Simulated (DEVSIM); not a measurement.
Structure: illuminated Si n-on-p cell, one wavelength, at 300 K.

```csv
layer (left to right),material,thickness (μm),Nd (cm⁻³),Na (cm⁻³),τn (s),τp (s),absorption coefficient (cm⁻¹)
1,Si,0.300,1.1e18,-,5.6e-9,1.4e-8,760
2,Si,110,-,7.1e15,1.4e-7,1.4e-7,760
```

Left contact: ohmic, minority hole recombination velocity 1e6 cm/s. Right contact: ohmic, minority electron recombination velocity 20000 cm/s. Voltage is applied to the left contact. Recombination: SRH at mid-gap, radiative, Auger. Light enters at the left, 7.7e16 photons cm⁻² s⁻¹, one pass, no reflection. Mobility is μmin + (μ − μmin)/(1 + (N/Nref)^α).

This is a model device: material constants are rounded textbook-type values typed into the input, and sizes, dopings and lifetimes were drawn at random. Values at 300 K.

```tsv
parameter	Si
gap (eV)	1.124
affinity (eV)	4.05
permittivity	11.7
Nc (cm⁻³)	2.86e19
Nv (cm⁻³)	3.1e19
μn (cm²/Vs)	1417
μp (cm²/Vs)	470
μn,min	52
μp,min	45
Nref,n	9.7e16
Nref,p	2.2e17
αn	0.68
αp	0.72
B (cm³/s)	4.7e-15
Cn (cm⁶/s)	2.8e-31
Cp (cm⁶/s)	9.9e-32
```

Simulated with DEVSIM: 1D drift-diffusion, Boltzmann statistics, complete ionisation; no tunnelling, impact ionisation, image-force lowering or self-heating.

The photon flux was swept, all else fixed.

```tsv
photon flux (cm^-2 s^-1)	largest power (mW/cm²)	short-circuit current (mA/cm²)	open-circuit voltage (V)	share of generated pairs collected at short circuit
2.3e15	0.0659	?	?	0.624
7.7e15	0.249	0.770	0.428	0.624
2.3e16	0.813	2.30	0.458	0.624
7.7e16	2.98	7.70	0.490	0.624
2.3e17	9.53	23.0	0.519	0.625
7.7e17	34.3	77.2	0.551	0.626
2.3e18	109	232	0.579	0.628
```

Fill in the missing entries.


- 2.3e15, short-circuit current (mA/cm²): 0.230
- 2.3e15, open-circuit voltage (V): 0.393
